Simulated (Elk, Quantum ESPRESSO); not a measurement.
A Quantum ESPRESSO input for a self-consistent single point of Y3Si (Pm-3m, 4 atoms in the cell) (DFT, LDA (PZ), spin-orbit coupling, plane waves, PseudoDojo fully relativistic norm-conserving (PBE) pseudopotentials):

```fortran
&CONTROL
 calculation = 'scf'
 prefix = 'pwscf'
 outdir = './out'
 pseudo_dir = './'
 tprnfor = .true.
 tstress = .true.
/
&SYSTEM
 ibrav = 1
 celldm(1) = 8.63307774
 nat = 4
 ntyp = 2
 ecutwfc = 75
 occupations = 'smearing'
 smearing = 'gaussian'
 degauss = 0.019992
 noncolin = .true.
 lspinorb = .true.
 input_dft = 'pz'
/
&ELECTRONS
 conv_thr = 1.0d-10
/
ATOMIC_SPECIES
Y     88.9058  Y.upf
Si    28.0850  Si.upf
ATOMIC_POSITIONS {crystal}
Y     0.00000000    0.50000000    0.50000000
Y     0.50000000    0.00000000    0.50000000
Y     0.50000000    0.50000000    0.00000000
Si    0.00000000    0.00000000    0.00000000
K_POINTS {automatic}
6 6 6  0 0 0
```

Translate this input to Elk.

This is the input that was run; spellings and numerical settings could be chosen otherwise.

```
tasks
  0

spinorb
  .true.

lmaxi
  3

nempty
  10

stype
  0

swidth
  0.00999582

maxscl
  100

avec
    8.6330777401    0.0000000000    0.0000000000
    0.0000000000    8.6330777401    0.0000000000
    0.0000000000    0.0000000000    8.6330777401

sppath
  './'

atoms
  2
  'Y.in'
  3
  0.0000000000  0.5000000000  0.5000000000    0.0 0.0 0.0
  0.5000000000  0.0000000000  0.5000000000    0.0 0.0 0.0
  0.5000000000  0.5000000000  0.0000000000    0.0 0.0 0.0
  'Si.in'
  1
  0.0000000000  0.0000000000  0.0000000000    0.0 0.0 0.0

ngridk
  6 6 6
```

Basis, cutoffs, solver keys and any potentials are the target program's own. This input uses DFT, LDA (PW92), spin-orbit coupling in second variation, all-electron FP-LAPW, Elk's shipped species files, default APW+lo basis. LDA parametrisations can differ slightly between programs.

The starting cell comes from a database of computed structures (which also holds hypothetical and non-ambient phases and stackings), without a prior relaxation at this level. Its lattice was rescaled by a random factor within 2.5 % of one.
